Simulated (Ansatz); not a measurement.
Input and output of a relaxation of cell and atoms for YGe (Cmcm, 4 atoms in the cell) (Ansatz, a first-principles code).

Method: PBEsol, default PAW files made with PBE (plane waves; Ansatz).

The change in words: atoms on their sites; basis.ecutwfc: 420 eV → 840 eV; relax: default → cell and atoms. Reference geometry:
```xyz
4
Lattice="2.1477 -5.3783 0.0000 2.1477 5.3783 0.0000 0.0000 0.0000 3.9665" Properties=species:S:1:pos:R:3 pbc="T T T"
Y      2.1477     3.8873     1.0416
Y      2.1477    -3.8873     2.9748
Ge     2.1477     0.9076     0.9916
Ge     2.1477    -0.9076     2.9748
```

Reference input (self-consistent single point, DFT, PBEsol, plane waves, default PAW files made with PBE): basis.ecutwfc = 420 eV; kpoints.mp_grid.grid = 5 5 5; hamiltonian.xc = pbesol; hamiltonian.pseudopotentials = {kind: paw} (the program's default PAW files); scf.occupations.method = fermi_dirac; scf.occupations.width = 0.1 eV. This run's input differs from it in these lines:

Ansatz 0.2 input:
```diff
@@ -6,3 +6,3 @@
   atoms:
-    - { symbol: Y, position: [0.138610, 0.861390, 0.262606] }
+    - { symbol: Y, position: [0.138610, 0.861390, 0.250000] }
     - { symbol: Y, position: [0.861390, 0.138610, 0.750000] }
@@ -11,3 +11,3 @@
 basis:
-  ecutwfc: 420.0 eV
+  ecutwfc: 840.0 eV
 kpoints:
@@ -23,2 +23,4 @@
     width: 0.1 eV
+relax:
+  cell: {}
 output:
```

The program printed (abridged):

```
   [... SCF lines of the steps left out ...]
relax step   1: F+E_penalty+E_count = -16101.03594399 eV  Δ(F+E_penalty+E_count) = +0.000e0 eV  max|allowed force component| = 6.510e-2 eV/Å  Δτ_max = 0.0000 Å  P = -3.006 GPa  Ω = 91.633 Å³  (6 SCF iters, dr2 threshold 1.00e-7 eV, accepted)
relax step   2: F+E_penalty+E_count = -16101.03951757 eV  Δ(F+E_penalty+E_count) = -3.574e-3 eV  max|allowed force component| = 1.577e-1 eV/Å  Δτ_max = 0.0132 Å  P = +3.127 GPa  Ω = 85.376 Å³  energy of the carried Pulay correction = +1.513e-5 eV  [...]
   [... lines left out ...]
relax step   5: F+E_penalty+E_count = -16101.06997213 eV  Δ(F+E_penalty+E_count) = -1.038e-5 eV  max|allowed force component| = 2.291e-3 eV/Å  Δτ_max = 0.0006 Å  P = +0.001 GPa  Ω = 88.234 Å³  energy of the carried Pulay correction = +8.087e-6 eV  [...]
relax step   6: F+E_penalty+E_count = -16101.06996428 eV  Δ(F+E_penalty+E_count) = +7.856e-6 eV  max|allowed force component| = 2.275e-3 eV/Å  Δτ_max = 0.0000 Å  P = +0.001 GPa  Ω = 88.234 Å³  stress off target by 1.54e-2 GPa  SCF on the basis [...]
basis re-selected at this cell: Δ(F+E_penalty+E_count) = +7.856e-6 eV, ΔP = -0.000 GPa vs the last step
the relaxation is at rest under the 8 symmetry operations that the run kept from its start: a minimum is not shown …
Stability not checked: this state was not tested for a lower state beside it, because too few of the mixer's solves of this state at the end of the SCF gave a …
Free energy (F): -16101.069964 eV
Internal energy: -16100.997756 eV  (E = F + TS)
   [... lines left out ...]
Fermi energy:    11.653917 eV
  cell:  # Å, volume = 88.2342 Å³
   [... lines left out ...]
  atoms:
    - { symbol: Y, position: [0.1384041483330109, 0.861595851666989, 0.25000000000000006] }
    - { symbol: Y, position: [0.861595851666989, 0.1384041483330109, 0.7500000000000001] }
    - { symbol: Ge, position: [0.41582292093384265, 0.5841770790661573, 0.25000000000000006] }
    - { symbol: Ge, position: [0.5841770790661573, 0.41582292093384265, 0.7500000000000001] }
```

The run converged. 

Summary of the result:
- Free energy E − TS (on the zero of these files) = -16101.0700 eV
- Fermi level (on the code's own zero) = 11.65 eV
- Pressure = 0.00 GPa
- Largest force (vector length) = 0.002 eV/Å
- Final cell = a = b = 5.708 Å, c = 3.932 Å, α = β = 90.00°, γ = 136.48°
- Final volume per atom = 22.06 Å³
- Relaxation steps = 6

The starting cell comes from a database of computed structures (which also holds hypothetical and non-ambient phases and stackings), without a prior relaxation at this level. Its lattice was rescaled by up to half a per cent. The relaxation keeps the symmetry of its start, so its end need not be a minimum. Ansatz's pressure includes its estimate of the finite-basis (Pulay) stress.

Cost on one core of a shared machine: roughly 50 s.
